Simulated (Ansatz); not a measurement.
Input and output of a self-consistent single point for a sheet of TiTe2 (3 atoms in the cell) (Ansatz, a program for electronic structure).

Level of theory: PBE with spin-orbit coupling (plane waves, PAW; Ansatz).

```
CELL_PARAMETERS angstrom
      3.87702     0.00000     0.00000
     -1.93851     3.35759     0.00000
      0.00000     0.00000    17.17063
ATOMIC_POSITIONS crystal
  Ti 0.00000 0.00000 0.50000
  Te 0.33333 0.66667 0.59233
  Te 0.66667 0.33333 0.40767
```

Reference input (self-consistent single point, DFT, PBE, plane waves, default PAW files): basis.ecutwfc = 420 eV; kpoints.mp_grid.grid = 5 5 1; hamiltonian.xc = pbe; hamiltonian.pseudopotentials = {kind: paw} (the program's default PAW files); scf.occupations.method = gaussian; scf.occupations.width = 0.1 eV. This run's input differs from it in these lines:

Ansatz 0.2 input:
```diff
@@ -16,2 +16,5 @@
   pseudopotentials: { kind: paw }
+magnetization:
+  noncollinear: true
+  spin_orbit: true
 scf:
```

The program printed (abridged):

```
SCF iter   1: F=—  HF=-16467.271489 eV  |F-HF|=—  |Δ(HF+E_count)|=         —  Δρ=1.75e-2  dr2=1.12e0  dr2_m=0.00e0 (ungated)  ethr=2.49e-3  |M|=0.00e0 ∫|m|=0.00e0 μB  |m|>n=0.0e0 m-floor=0.0e0 τ_xc=0.0e0  β_m=1.00  ⟨swp⟩=1.0  Hψ=906  notcnv=0
all-band conjugate gradients solve this SCF's bands
preconditioner: auto → LDOS
spin=Noncollinear: LDOS preconditioning applied to the charge; magnetization (m_x, m_y, m_z) channels mix plain (no charge-response kernel on spin).
   [... lines left out ...]
SCF iter   7: F=—  HF=-16467.019609 eV  |F-HF|=—  |Δ(HF+E_count)|=   1.37e-5  Δρ=1.73e-5  dr2=1.10e-6  dr2_m=0.00e0 (ungated)  ethr=1.26e-8  |M|=0.00e0 ∫|m|=0.00e0 μB  |m|>n=0.0e0 m-floor=0.0e0 τ_xc=0.0e0  β_m=0.81  ⟨swp⟩=2.0  Hψ=240  notcnv=0  defer=20
SCF iter   8: F=-16467.019609 eV  HF=-16467.019609 eV  |F-HF|=3.10e-8  |Δ(HF+E_count)|=   4.02e-7  Δρ=3.58e-6  dr2=2.89e-8  dr2_m=0.00e0 (ungated)  ethr=2.27e-10  |M|=0.00e0 ∫|m|=0.00e0 μB  |m|>n=0.0e0 m-floor=0.0e0 τ_xc=0.0e0  ⟨swp⟩=10.6  Hψ=629  notcnv=0
SCF 1 converged in 8 iterations: F = -16467.019609 eV  dr2 = 2.89e-8
Magnetization: |M| = 0.0000 μB,  M = (+0.0000, +0.0000, +0.0000) μB
Absolute magnetization: 0.0000 μB (∫|m|)
  site 0: m = (+0.0000, +0.0000, +0.0000) μB, |m| = 0.0000 μB  (R = 1.13 Å)
  site 1: m = (+0.0000, +0.0000, +0.0000) μB, |m| = 0.0000 μB  (R = 1.13 Å)
  site 2: m = (+0.0000, +0.0000, +0.0000) μB, |m| = 0.0000 μB  (R = 1.13 Å)
Free energy (F): -16467.019609 eV
Internal energy: -16467.007210 eV  (E = F + TS)
E sigma→0 (E₀):  -16467.013410 eV
Entropy (-TS):   -0.012399 eV (-4.133 meV/atom)
Fermi energy:    0.519532 eV
--- Forces (eV/Å), atoms counted from 1 ---
  atom   1  Ti    -0.00000000    -0.00000000     0.00000000
  atom   2  Te     0.00000000     0.00000000     0.87113577
  atom   3  Te    -0.00000000    -0.00000000    -0.87113577
--- Stress (GPa, compression-positive) ---
        0.208663       0.000000       0.000000
        0.000000       0.208663      -0.000000
       -0.000000      -0.000000       1.979881
  P = ⅓ Tr σ = 0.7991 GPa (7.991 kbar)
  The stress holds the Pulay correction. Without it, at fixed plane waves, as pw.x and ABINIT print it: P = 0.7906 GPa
```

The run converged in 8 iterations. Against the reference run the largest force goes from 0.889 to 0.871 eV/Å.

The starting cell was generated: these elements placed on a structure prototype, without a prior relaxation; it need not be a known phase or ordering of this composition. Its lattice was rescaled in the plane by a random factor within 2.5 % of one.
